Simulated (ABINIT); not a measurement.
Worked example: self-consistent single point of K3Al (Pm-3m, 4 atoms in the cell) in ABINIT.

Method of the run: LDA (PW92), norm-conserving pseudopotentials (PseudoDojo nc-sr-04 LDA standard) (plane waves; ABINIT).

```
CELL_PARAMETERS angstrom
      5.77187     0.00000     0.00000
      0.00000     5.77187     0.00000
      0.00000     0.00000     5.77187
ATOMIC_POSITIONS crystal
  K  0.00000 0.50000 0.50000
  K  0.50000 0.00000 0.50000
  K  0.50000 0.50000 0.00000
  Al 0.00000 0.00000 0.00000
```

Reference input (self-consistent single point, DFT, PBEsol, plane waves, norm-conserving pseudopotentials (PseudoDojo nc-sr-04 PBEsol standard)): pseudos = [K.upf, Al.upf]; ecut = 1007 eV; ixc = -116133; occopt = 3; tsmear = 0.05 eV; ngkpt = 5 5 5; nshiftk = 1; shiftk = 0 0 0; potentials = PseudoDojo nc-sr-04 PBEsol standard; nband = 21; kptopt = 1; nstep = 100. This run's input differs from it in these lines:

```diff
@@ -1,2 +1,2 @@
-# K3Al, PseudoDojo nc-sr-04 PBEsol standard
+# K3Al, PseudoDojo nc-sr-04 LDA standard
 pp_dirpath "./"
@@ -17,4 +17,4 @@
          0.0000000000    0.0000000000    0.0000000000
-ecut 1007 eV
-ixc -116133
+ecut 980 eV
+ixc 7
 occopt 3
```

Its files differ too (potentials: PseudoDojo nc-sr-04 PBEsol standard → PseudoDojo nc-sr-04 LDA standard).

Output, abridged:

```
--- !BeginCycle
solver: {iscf: 7, nstep: 100, nline: 4, wfoptalg: 0, }
tolerances: {toldfe: 1.00E-09, }
...

     iter   Etot(hartree)      deltaE(h)  residm     vres2
 ETOT  1  -92.015362991271    -9.202E+01 4.045E-02 2.000E+02
 ETOT  2  -92.078195643846    -6.283E-02 2.562E-03 8.268E+00
 ETOT  3  -92.078820995420    -6.254E-04 8.472E-04 1.018E+00
 ETOT  4  -92.078898068607    -7.707E-05 4.715E-04 2.037E-01
 ETOT  5  -92.078915103152    -1.703E-05 2.409E-04 6.843E-03
 ETOT  6  -92.078915664838    -5.617E-07 2.269E-04 2.268E-04
 ETOT  7  -92.078915683736    -1.890E-08 2.680E-04 2.034E-06
 ETOT  8  -92.078915684399    -6.629E-10 2.289E-04 7.469E-08
 ETOT  9  -92.078915684433    -3.411E-11 2.344E-04 2.864E-08
 At SCF step    9, etot is converged :
  for the second time, diff in etot=  3.411E-11 < toldfe=  1.000E-09

 Cartesian components of stress tensor (hartree/bohr^3)
  sigma(1 1)=  3.25288618E-05  sigma(3 2)=  0.00000000E+00
  sigma(2 2)=  3.25288618E-05  sigma(3 1)=  0.00000000E+00
  sigma(3 3)=  3.25288618E-05  sigma(2 1)=  0.00000000E+00

 ----iterations are completed or convergence reached----

 reduced coordinates (array xred) for    4 atoms
       0.000000000000      0.500000000000      0.500000000000
       0.500000000000      0.000000000000      0.500000000000
       0.500000000000      0.500000000000      0.000000000000
       0.000000000000      0.000000000000      0.000000000000
 cartesian forces (eV/Angstrom) at end:
    1     -0.00000000000000    -0.00000000000000    -0.00000000000000
   [... lines left out ...]
 Fermi (or HOMO) energy (eV) =   2.19627   Average Vxc (eV)=  -7.00107
   [... lines left out ...]
total_energy        : -9.20789156844331E+01
total_energy_eV     : -2.50559472010168E+03
band_energy         : -1.49454777206654E+01
...

-Cartesian components of stress tensor (GPa)         [Pressure= -9.5703E-01 GPa]
- sigma(1 1)=  9.57031995E-01  sigma(3 2)=  0.00000000E+00
- sigma(2 2)=  9.57031995E-01  sigma(3 1)=  0.00000000E+00
- sigma(3 3)=  9.57031995E-01  sigma(2 1)=  0.00000000E+00

 Calculation completed.
```

The run converged in 9 iterations. Against the reference run the pressure goes from -0.41 to -0.96 GPa.

The starting cell comes from a database of computed structures (which also holds hypothetical and non-ambient phases and stackings), without a prior relaxation at this level.

Cost on one core of a shared machine: roughly 2 min.
